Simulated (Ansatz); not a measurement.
Band structure of NaNbSe2 (P6_3/mmc, 8 atoms in the cell).

```
CELL_PARAMETERS angstrom
      3.51195     0.00000     0.00000
     -1.75597     3.04143     0.00000
      0.00000     0.00000    14.55079
ATOMIC_POSITIONS crystal
  Na 0.00000 0.00000 0.00000
  Na 0.00000 0.00000 0.50000
  Nb 0.00000 0.00000 0.25000
  Nb 0.00000 0.00000 0.75000
  Se 0.33333 0.66667 0.13883
  Se 0.66667 0.33333 0.86117
  Se 0.66667 0.33333 0.63883
  Se 0.33333 0.66667 0.36117
```

Method of the run: LDA (PW92), PAW files made with PBE (plane waves; Ansatz, a program for electronic structure).

Settings: basis.ecutwfc = 420 eV; kpoints.mp_grid.grid = 5 5 1; hamiltonian.xc = lda; hamiltonian.pseudopotentials = {kind: paw} (the program's default PAW files); scf.occupations.method = fixed; kpoints.band_path.npoints = 8.

The starting cell comes from a database of computed structures (which also holds hypothetical and non-ambient phases and stackings), without a prior relaxation at this level. Its lattice was rescaled by a random factor within 2.5 % of one.

### Question
Predict the gap along the standard path and the places of the band edges.

### Answer
The gap along the path is 0.47 eV, from Γ to a point between K and Γ; the smallest direct gap on it is 1.31 eV.

Levels in eV from the top of the valence band on the path, bands 51 to 58:
```
point     51     52     53     54    55    56    57    58
-----  -----  -----  -----  -----  ----  ----  ----  ----
Γ      -2.09  -2.09  -1.00   0.00  1.79  1.79  1.88  1.88
M      -2.24  -2.19  -1.27  -1.10  1.76  1.77  1.89  1.94
K      -3.16  -3.16  -0.30  -0.30  1.03  1.04  1.77  1.77
A      -2.11  -2.11  -0.35  -0.35  1.83  1.83  1.83  1.83
L      -2.21  -2.21  -1.16  -1.16  1.77  1.77  1.82  1.82
H      -3.15  -3.15  -0.29  -0.29  1.03  1.03  1.63  1.63
```

Keys are those of Ansatz 0.2.
